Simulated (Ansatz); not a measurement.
Structures of equal composition on the (111) surface of fcc Al: a layer of Cr in place of the second plane; a layer of Cr in place of the third plane. The slabs share one bottom face, and each structure is named by its start. These are constructed structures in small cells; real faces may alloy, dewet or reconstruct in larger ones, and not all known structures of the face are among them. Slabs of about 12 Å, Fermi-Dirac smearing of 0.1 eV. Bottom of the slabs: a bare face, its two planes held. Relaxed from the named starts with such symmetry as they have, on meshes of like density; energies extrapolated to zero smearing; spin only where a row says so; no spin-orbit coupling, no U. Brackets mark spin-polarised runs, whose order is one that fits the cell.

These are PBE (plane waves to 420 eV, PAW; Ansatz, a first-principles code) values and carry that method's errors.

Question: Order them by energy per 1x1 cell (lowest first) at the level PBE.

Answer: a layer of Cr in place of the third plane (0.000 eV [spin, 1.3 μB a cell]), a layer of Cr in place of the second plane (0.136 eV [spin, 1.4 μB a cell])
